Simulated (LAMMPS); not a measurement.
LAMMPS 22 Jul 2025, classical MD, EDIP (Si.edip): Si, 17576 atoms.

- task: MD, nve
- potential: EDIP, Si.edip
- copies of the repeat unit: 13×13×13
- shape (slab and sphere leave vacuum in the box): bulk
- temperature: 800 K
- steps: 800
- timestep: 1 fs
- neighbor skin: 2 Å
- neigh_modify: every 1 delay 0 check yes
- thermo: 100
- newton: on (default)
- atom_modify sort (bins of 2 Å where set): 1000 (default)
- comm_style: brick (default)
- box: 70.6 × 70.6 × 70.6 Å
- start: generated diamond lattice, warmed in an untimed run
- compared values: energy and forces of the first step, drift over the run

It runs on a single node (Arm Neoverse V2, 96 cores on 1 socket, no SMT, 1 L3 cache group).

Each set of copies ran two to five times on the otherwise empty node; times are medians from launch to the last exit. Unless noted, each process is bound to its own block of adjacent cores. Build: PyPI wheel: MPICH, OPENMP and OPT packages. Other compilers and libraries give other times. Scratch files lie in a memory file system. A preparatory run goes ahead and isn't timed.

Ways to fill 88 cores (the node offers 329 GiB):
- 2 copies of 44 ranks
- 4 copies of 22 ranks
- 22 copies of 4 ranks
- 8 copies of 11 ranks
- 88 ranks
- 88 copies of 1 rank
- 44 copies of 2 ranks

Question: Many such jobs are to be run on this machine. Which way of sharing its cores gives the most finished jobs an hour?

Answer: 88 copies of 1 rank: 41000 jobs an hour; within 8 % of it: 44 copies of 2 ranks; 22 copies of 4 ranks. At the low end 88 ranks gives 7500.

```
way                   time till all copies end  jobs an hour  memory in all, scratch files included
--------------------  ------------------------  ------------  -------------------------------------
88 copies of 1 rank                      7.8 s         41000                                3.0 GiB
44 copies of 2 ranks                     3.9 s         40000                                2.9 GiB
22 copies of 4 ranks                     2.0 s         39000                                2.8 GiB
8 copies of 11 ranks                    0.97 s         30000                                2.7 GiB
4 copies of 22 ranks                    0.60 s         24000                                2.7 GiB
2 copies of 44 ranks                    0.48 s         15000                                2.7 GiB
88 ranks                                0.48 s          7500                                2.7 GiB
```
